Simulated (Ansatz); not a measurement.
# Formation energy of the neutral P_Si in SiO2 (rutile, P4₂/mnm): levels of theory

This concerns the formation energy of the neutral P_Si in SiO2 (rutile, P4₂/mnm). Reaction: P (black phosphorus) + 24 SiO2 (rutile) → cell A + Si (diamond).

A: a supercell of 72 sites of SiO2 (rutile, P4₂/mnm) with P on a Si site (6 O at 1.83–1.87 Å); an odd number of electrons; spin state with PBE: net moment 1.0 μB a cell.

Ansatz (an electronic-structure program) with PAW potentials; structures come from PBE+D3(BJ) relaxations, nuclei static, no net charge. Ansatz runs with its default PAW set. Other levels take these structures. HSE06 runs on coarser k-point meshes, mended by the PBE difference between the two meshes. Some cells are metallic or hold partly filled levels, where a hybrid on a coarse mesh is less sure. The lattices are those relaxed with PBE+D3(BJ), so at other levels the solids can be strained, which adds to the spread. Larger cells are relaxed from a start prepared with the learned potential CHGNet, on a coarser mesh till forces fall under 0.03 eV/Å, which some starts already meet. No search over spin orders was made beyond those shown. Mesh and cell size may move defect energies by 0.1 eV or more. The value holds for the reservoirs listed; other chemical potentials shift it. Cell A has symmetry Cmmm within 0.02 Å and got no random move, so less symmetric positions, which may lie lower, weren't tried.

```json
[
 {"Functional": "PBE+D3(BJ)", "value (eV)": "5.90"},
 {"Functional": "LDA", "value (eV)": "5.81"},
 {"Functional": "PBEsol", "value (eV)": "5.80"},
 {"Functional": "RPBE", "value (eV)": "5.90"},
 {"Functional": "HSE06+D3(BJ)", "value (eV)": "(withheld)"}
]
```

Task: What belongs in the gaps?

Result: 
- HSE06+D3(BJ), value (eV): 6.36

The levels shown span 0.56 eV, from PBEsol (5.80) to HSE06+D3(BJ) (6.36).

Rough cost of one single point on cell A, against PBEsol's on the same shared machine and with each level's own mesh and cutoff: HSE06 about 10 times (HSE06 on a 2×2×2 mesh, the others on 3×3×3).
